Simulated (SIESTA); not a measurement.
Worked example: self-consistent single point of ScSi2Cu2 (P1, 5 atoms in the cell) in SIESTA.

Level of theory: LDA PW92, numerical atomic orbitals DZP, PseudoDojo LDA standard norm-conserving potentials (rewritten from UPF to PSML) (SIESTA).

The change in words: atoms moved at random. Reference geometry:
```yaml
crystal:
  lattice:
    - [-1.90284, 1.90284, 5.01380]
    - [1.90284, -1.90284, 5.01380]
    - [1.90284, 1.90284, -5.01380]
  atoms:
    - { symbol: Sc, position: [0.00000, 0.00000, 0.00000] }
    - { symbol: Si, position: [0.61353, 0.61353, 0.00000] }
    - { symbol: Si, position: [0.38647, 0.38647, 0.00000] }
    - { symbol: Cu, position: [0.25000, 0.75000, 0.50000] }
    - { symbol: Cu, position: [0.75000, 0.25000, 0.50000] }
```

Reference input (self-consistent single point, DFT, LDA PW92, numerical atomic orbitals DZP, PseudoDojo LDA standard norm-conserving potentials (rewritten from UPF to PSML)): XC.functional = LDA; XC.authors = PW92; potentials = PseudoDojo LDA standard; PAO.BasisSize = DZP; PAO.EnergyShift = 0.01 Ry; MeshCutoff = 350 Ry; kgrid.MonkhorstPack = 9 9 9; OccupationFunction = FD; ElectronicTemperature = 0.136 eV; MaxSCFIterations = 150; SCF.Mixer.Method = Pulay; SCF.Mixer.Weight = 0.1. This run's input differs from it in these lines:

```diff
@@ -19,7 +19,7 @@
 %block AtomicCoordinatesAndAtomicSpecies
-     0.000000000    0.000000000    0.000000000  1
-     0.000000000   -0.000000000    6.152235882  2
-     0.000000000   -0.000000000    3.875368118  2
-     1.902841000    0.000000000    2.506901000  3
-     0.000000000    1.902841000    2.506901000  3
+    -0.000934295    0.000207410   -0.052519576  1
+    -0.057062396   -0.044541702    6.188666167  2
+     0.006267958    0.021182426    3.852745843  2
+     1.899805969   -0.040707478    2.516472348  3
+     0.054767570    1.966696538    2.536041217  3
 %endblock AtomicCoordinatesAndAtomicSpecies
```

Output, abridged:

```
        iscf     Eharris(eV)        E_KS(eV)     FreeEng(eV)     dDmax    Ef(eV) dHmax(eV)
   scf:    1    -9372.036549   -11047.534204   -11047.912127  2.449630  0.241703133.357218
   scf:    2   -11694.828743   -11839.026095   -11839.080252  2.605881 -3.393518 23.115829
   scf:    3   -11854.729279   -11847.414217   -11847.467331  0.128993 -3.245566 18.302114
   scf:    4   -11438.928449   -11732.511077   -11732.956096  0.824916 -4.095975 44.740101
   scf:    5   -11875.748598   -11857.960945   -11858.035044  0.673276 -3.479427  3.152645
   [... 11 lines left out ...]
   scf:   17   -11858.354535   -11858.354535   -11858.431832  0.000068 -3.739531  0.000684
   scf:   18   -11858.354531   -11858.354533   -11858.431832  0.000023 -3.739660  0.000463
   scf:   19   -11858.354529   -11858.354531   -11858.431832  0.000017 -3.739780  0.000165
   scf:   20   -11858.354532   -11858.354532   -11858.431832  0.000005 -3.739782  0.000072
SCF Convergence by DM+H criterion
max |DM_out - DM_in|         :     0.0000051492
max |H_out - H_in|      (eV) :     0.0000723990
SCF cycle converged after 20 iterations

Using DM_out to compute the final energy and forces

siesta: E_KS(eV) =           -11858.3545

siesta: E_KS - E_eggbox =    -11858.3545

siesta: Atomic forces (eV/Ang):
     1   -0.063103   -0.036528    0.220586
     2    0.782243    0.113877   -0.686351
     3   -0.131856    0.221952    0.670650
     4    0.174088    0.146650   -0.091009
     5   -0.761200   -0.443168   -0.114765
   Tot    0.000172    0.002783   -0.000889
   Max    0.782243
   Res    0.409506    sqrt( Sum f_i^2 / 3N )
   Max    0.782243    constrained

Stress tensor Voigt[x,y,z,yz,xz,xy] (kbar):       50.95       48.03       85.18       -7.92       16.28        0.03
   [... lines left out ...]
siesta: FreeEng =    -11858.431832
   [... lines left out ...]
siesta:     0.031802    0.000016    0.010158
siesta:     0.000016    0.029978   -0.004940
siesta:     0.010158   -0.004940    0.053163

siesta: Cell volume =         72.615975 Ang**3

siesta: Pressure (static):
siesta:                Solid            Molecule  Units
siesta:          -0.00041730         -0.00027590  Ry/Bohr**3
siesta:          -0.03831434         -0.02533216  eV/Ang**3
siesta:         -61.38633469        -40.58659062  kBar
```

The run converged in 20 iterations. Against the reference run the free energy rises by 17.0 meV/atom, the pressure goes from -6.80 to -6.14 GPa and the largest force goes from 0.129 to 1.047 eV/Å.

The starting cell comes from a database of computed structures (which also holds hypothetical and non-ambient phases and stackings), without a prior relaxation at this level. Its lattice was rescaled by a random factor within 2.5 % of one. For this run, on top of that: atoms moved at random. Spin polarisation is off. Values carry the incompleteness of an atom-centred basis. With a pressure of about -6 GPa the cell is away from its equilibrium volume at this level. Forces in this geometry exceed 1 eV/Å.

Cost on one core of a shared machine: roughly 90 s.
